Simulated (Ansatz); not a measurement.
**ZnS: response to strain**

Start from ZnS in the zinc blende structure (space group F-43m, No. 216; a = 5.357 Å). Axes: x, y, z lie along the cube axes.

Strains are applied to the cell and any free atomic positions relax; under biaxial strain the out-of-plane vector relaxes too.

Computed with Kohn–Sham DFT with the PBEsol functional, run in Ansatz (a first-principles code) with PAW and 420 eV plane waves, without spin-orbit coupling.

```csv
"biaxial strain, plane normal [111], relaxed out of plane (%)",band gap (eV)
0,2.09
0.42,2.04
0.83,1.99
1.25,1.94
1.67,1.89
2.08,?
2.5,1.79
```

Problem. Fit E_g = E₀ + Dε (ε in %) to the rows shown and predict the withheld row.

Solution. Least squares on the printed values gives E₀ = 2.09 eV, D = -120 meV per % of strain (largest residual 0.00 eV); this predicts 1.84 eV, and the run gives 1.84 eV, in agreement.

Stability against distortions was not tested.
